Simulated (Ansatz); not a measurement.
Consider Pb in the fcc (Cu type) structure (space group Fm-3m, No. 225; a = 4.931 Å).

All numbers come from DFT with PBEsol, PAW potentials and a 420 eV plane-wave cutoff in Ansatz (a first-principles code), no spin-orbit coupling.

Base values:

```
Item                      Value
-------------------  ----------
Lattice parameter a  9.318 bohr
```

The change: a hydrostatic pressure of 4.5 GPa.

Q: How does this affect the lattice parameter a?

A: The lattice parameter a decreases by 0.2339 bohr (9.318 bohr → 9.085 bohr).

Load acts through the strain it causes; cell and atoms are relaxed under it. Whether these cells are dynamically stable was not tested.
